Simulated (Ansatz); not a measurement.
We consider AlN (model structure, started from the BN type, Pm-3n, No. 223, 12 atoms in the cell), described by r²SCAN (Ansatz, a quantum-chemistry and plane-wave program, plane waves, PAW).

Input file:

Ansatz 0.2 input:
```yaml
crystal:
  lattice:
    - [5.3438442104, 0.0, 0.0]
    - [0.0, 5.3438442104, 0.0]
    - [0.0, 0.0, 5.3438442104]
  atoms:
    - { symbol: Al, position: [0.25, 0.0, 0.5] }
    - { symbol: Al, position: [0.5, 0.25, 0.0] }
    - { symbol: Al, position: [0.5, 0.75, 0.0] }
    - { symbol: Al, position: [0.75, 0.0, 0.5] }
    - { symbol: Al, position: [0.0, 0.5, 0.75] }
    - { symbol: Al, position: [0.0, 0.5, 0.25] }
    - { symbol: N, position: [0.25, 0.5, 0.0] }
    - { symbol: N, position: [0.0, 0.25, 0.5] }
    - { symbol: N, position: [0.0, 0.75, 0.5] }
    - { symbol: N, position: [0.75, 0.5, 0.0] }
    - { symbol: N, position: [0.5, 0.0, 0.75] }
    - { symbol: N, position: [0.5, 0.0, 0.25] }
basis:
  ecutwfc: 560
  ecutrho_ratio: 4
  xc_grid: 3
kpoints:
  mp_grid: { grid: [6, 6, 6] }
  band_path:
    path:
      - [0.0, 0.0, 0.0]
      - [0.0, 0.1, 0.0]
      - [0.0, 0.2, 0.0]
      - [0.0, 0.3, 0.0]
      - [0.0, 0.4, 0.0]
      - [0.0, 0.5, 0.0]
      - [0.1, 0.5, 0.0]
      - [0.2, 0.5, 0.0]
      - [0.3, 0.5, 0.0]
      - [0.4, 0.5, 0.0]
      - [0.5, 0.5, 0.0]
      - [0.4375, 0.4375, 0.0]
      - [0.375, 0.375, 0.0]
      - [0.3125, 0.3125, 0.0]
      - [0.25, 0.25, 0.0]
      - [0.1875, 0.1875, 0.0]
      - [0.125, 0.125, 0.0]
      - [0.0625, 0.0625, 0.0]
      - [0.05, 0.05, 0.05]
      - [0.1, 0.1, 0.1]
      - [0.15, 0.15, 0.15]
      - [0.2, 0.2, 0.2]
      - [0.25, 0.25, 0.25]
      - [0.3, 0.3, 0.3]
      - [0.35, 0.35, 0.35]
      - [0.4, 0.4, 0.4]
      - [0.45, 0.45, 0.45]
      - [0.5, 0.5, 0.5]
      - [0.4375, 0.5, 0.4375]
      - [0.375, 0.5, 0.375]
      - [0.3125, 0.5, 0.3125]
      - [0.25, 0.5, 0.25]
      - [0.1875, 0.5, 0.1875]
      - [0.125, 0.5, 0.125]
      - [0.0625, 0.5, 0.0625]
      - [0.5, 0.5, 0.4]
      - [0.5, 0.5, 0.3]
      - [0.5, 0.5, 0.2]
      - [0.5, 0.5, 0.1]
    npoints: 1
hamiltonian:
  xc: r2scan
  dispersion: none
  pseudopotentials: { kind: paw }
scf:
  occupations: { method: fermi_dirac, width: 0.01 }
  convergence: { dr2_threshold: 0.0000000012 }
output:
  forces: true
  stress: true
  eigenvalues: true
  write_bands: true
```

Question: How many irreducible k-points, plane waves at Γ does the program set up, and what pressure does the run end with?

Answer: 20 irreducible k-points, 4625 plane waves at Γ; P = -1.44 GPa, so the cell is stretched on average and its volume would shrink at this level.

Excerpt of the program's output:

```
Crystal: 12 atoms, lattice volume = 152.602 Å³
Basis set: ecut = 560 eV, 4625 PW (Γ), exchange–correlation on 135×135×135 points (27 copies of the dense FFT grid, shifted against one another)
Bands: 36, of which v1, the nominal top of the filled ones, is band 24 counted from 1 (23 counted from 0)
Symmetry: 48 space group operations
Space group: Pm-3n (ITA 223), of the structure as read, at distance tolerance 5.3e-5 Å
k-points: 20 of 216
Functional: x = r2scan, c = r2scan; τ floored in thin density (d = 2e-4 eV/Å³)
SCF iter   1: F=—  HF=-5568.931446 eV  |F-HF|=—  |Δ(HF+E_count)|=         —  Δρ=6.41e-3  dr2=6.84e-2  dr2_τ=9.51e-1
SCF iter   2: F=—  HF=-5569.309097 eV  |F-HF|=—  |Δ(HF+E_count)|=   3.78e-1  Δρ=4.68e-3  dr2=2.40e-2  dr2_τ=7.59e-4
  ...
SCF iter   7: F=—  HF=-5569.306731 eV  |F-HF|=—  |Δ(HF+E_count)|=   3.85e-5  Δρ=4.41e-6  dr2=2.47e-8  dr2_τ=7.32e-10
SCF iter   8: F=-5569.306731 eV  HF=-5569.306731 eV  |F-HF|=6.11e-10  |Δ(HF+E_count)|=   9.71e-9  Δρ=7.59e-7  dr2=1.08e-9  dr2_τ=7.06e-11
SCF 1 converged in 8 iterations: F = -5569.306731 eV  dr2 = 1.08e-9
SCF converged after 8 iterations
Free energy (F): -5569.306731 eV
Internal energy: -5569.306731 eV  (E = F + TS)
E sigma→0 (E₀):  -5569.306731 eV
Fermi energy:    6.478473 eV
--- Stress (GPa, compression-positive) ---
       -1.442949      -0.000000       0.000000
       -0.000000      -1.442949       0.000000
        0.000000       0.000000      -1.442949
  P = ⅓ Tr σ = -1.4429 GPa (-14.429 kbar)
```

The PAW data were made under PBE.

Note: the relaxation could raise the start's symmetry but not lower it, so the cell can be a saddle point. Note: cell and atoms aren't relaxed at this level (pressure -1.4 GPa).

A model structure was made by putting elements into a prototype or built by hand; it is no filed structure, need not be a known phase, and can be a saddle point held by its symmetry.
